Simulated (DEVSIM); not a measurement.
abrupt CdTe p-n junction

Structure: abrupt CdTe p-n junction, at 250 K.

| layer (left to right) | material | thickness (μm) | Nd (cm⁻³) | Na (cm⁻³) | τn (s) | τp (s) |
|---|---|---|---|---|---|---|
| 1 | CdTe | 0.330 | - | 6.8e16 | 4.1e-10 | 4.1e-10 |
| 2 | CdTe | 2.40 | 3.3e16 | - | 4.1e-10 | 4.1e-10 |

Left contact: ohmic. Right contact: ohmic. Voltage is applied to the left contact. Recombination: SRH at mid-gap. Mobility is constant in doping.

The device is made up for the run: typed textbook-type constants, with dimensions and the other settings drawn at random. Values at 300 K; Nc and Nv go as T^1.5, mobilities as T to minus their exponent, the gap by Varshni's rule with the affinity fixed.

| parameter | CdTe |
|---|---|
| gap (eV) | 1.5 |
| affinity (eV) | 4.28 |
| permittivity | 10.2 |
| Nc (cm⁻³) | 8e17 |
| Nv (cm⁻³) | 1.8e19 |
| μn (cm²/Vs) | 1000 |
| μp (cm²/Vs) | 80 |
| T exponent of μn | 1.7 |
| T exponent of μp | 1.5 |
| Varshni α (eV/K) | 0.00031 |
| Varshni β (K) | 108 |

Model (solved in DEVSIM): 1D drift-diffusion, Boltzmann statistics, complete ionisation; no tunnelling, impact ionisation, image-force lowering or self-heating.

```
Quantity                                             Value
---------------------------------------------  -----------
Potential step across the device at zero bias      1.337 V
Largest field in the device at zero bias       100000 V/cm
Dark forward voltage at 1 A/cm²                    1.142 V
Dark forward voltage at 100 A/cm²                  1.253 V
```

Dark reverse current:

| V (V) | J (A/cm²) |
|---|---|
| -0.40 | -1.3e-12 |
| -1.00 | -2.8e-12 |
| -2.00 | -4.9e-12 |
| -3.00 | -6.7e-12 |
| -4.00 | -8.3e-12 |
| -6.00 | -1.1e-11 |
| -8.00 | -1.3e-11 |
| -10.00 | -1.6e-11 |
| -13.00 | -1.8e-11 |
| -16.00 | -2.1e-11 |
| -20.00 | -2.4e-11 |

Dark forward current:

```
V (V)  J (A/cm²)
-----  ---------
0.05     5.9e-13
0.10     2.4e-12
0.20     2.7e-11
0.25     8.9e-11
0.35     9.5e-10
0.40      3.1e-9
0.50      3.4e-8
0.55      1.1e-7
0.60      3.7e-7
0.70      4.1e-6
0.75      1.4e-5
0.85     0.00016
0.90     0.00054
0.95      0.0019
1.05       0.033
1.10        0.19
1.20          11
1.25          92
1.35        1300
1.40        2400
```
